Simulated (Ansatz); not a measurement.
HfPbO3 (Pm-3m, No. 221, 5 atoms in the cell; start mp-22535), treated with PBEsol (Ansatz, an electronic-structure program, PAW).

Run with plane-wave cutoff 520 eV, 8×8×8 k mesh, Fermi–Dirac smearing 0.01 eV, scalar-relativistic PAW data made under PBE.

Cell (relaxed with PBEsol):

```cif
data_HfO3Pb
_chemical_formula_sum 'Hf1 Pb1 O3'
_space_group_name_H-M_alt 'P 1'
_space_group_IT_number 1
_cell_length_a 4.11898
_cell_length_b 4.11898
_cell_length_c 4.11898
_cell_angle_alpha 90.000
_cell_angle_beta 90.000
_cell_angle_gamma 90.000
loop_
_space_group_symop_operation_xyz
  'x, y, z'
loop_
_atom_site_label
_atom_site_type_symbol
_atom_site_fract_x
_atom_site_fract_y
_atom_site_fract_z
_atom_site_occupancy
Hf1 Hf 0.50000 0.50000 0.50000 1
Pb1 Pb 0.00000 0.00000 0.00000 1
O1 O 0.00000 0.50000 0.50000 1
O2 O 0.50000 0.00000 0.50000 1
O3 O 0.50000 0.50000 0.00000 1
```

### Question
Estimate the band gap and Γ–Γ gap that the calculation returns.

### Answer

- band gap: 2.37 eV
- Γ–Γ gap: 4.57 eV

Spin–orbit coupling is not included; with these elements it can move the gap by several tenths of an eV or more.

It cost roughly 15 core-seconds of CPU time.

A start named mp-… is a Materials Project structure, which need not be a measured phase.
